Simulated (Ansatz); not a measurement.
Band structure of Ta2Co (I4/mcm, 6 atoms in the cell).

```
CELL_PARAMETERS angstrom
     -3.04214     3.04214     2.48276
      3.04214    -3.04214     2.48276
      3.04214     3.04214    -2.48276
ATOMIC_POSITIONS crystal
  Ta 0.16135 0.66135 0.82270
  Ta 0.83865 0.33865 0.17730
  Ta 0.66135 0.83865 0.50000
  Ta 0.33865 0.16135 0.50000
  Co 0.75000 0.75000 0.00000
  Co 0.25000 0.25000 0.00000
```

Method of the run: PBEsol, default PAW files made with PBE (plane waves; Ansatz, an electronic-structure program).

Settings: kpoints.mp_grid.grid = 6 6 6; hamiltonian.xc = pbesol; hamiltonian.pseudopotentials = {kind: paw} (the program's default PAW files); scf.occupations.method = fermi_dirac; scf.occupations.width = 0.1 eV; kpoints.band_path.npoints = 8.

The starting cell comes from a database of computed structures (which also holds hypothetical and non-ambient phases and stackings), without a prior relaxation at this level. Spin-orbit coupling is off. Spin polarisation is off.

Levels in eV from the Fermi level, bands 40 to 47:
```
point     40     41     42     43     44    45    46    47
-----  -----  -----  -----  -----  -----  ----  ----  ----
Γ      -0.55  -0.55  -0.29  -0.16  -0.16  0.47  0.98  1.08
X      -0.65  -0.42  -0.40  -0.09  -0.05  0.09  1.10  1.82
M      -1.29  -0.61  -0.46  -0.46   1.01  1.15  1.15  1.36
Z      -1.24  -0.68  -0.63  -0.63   0.90  1.43  1.43  1.66
P      -0.72  -0.62  -0.62  -0.20  -0.20  0.48  0.48  1.06
N      -0.89  -0.73  -0.73   0.21   0.21  0.65  0.65  1.25
Z1     -1.24  -0.68  -0.63  -0.63   0.90  1.43  1.43  1.66
```

Bands cross the Fermi level along this path, so the cell is metallic at this level.

Keys are those of Ansatz 0.2.
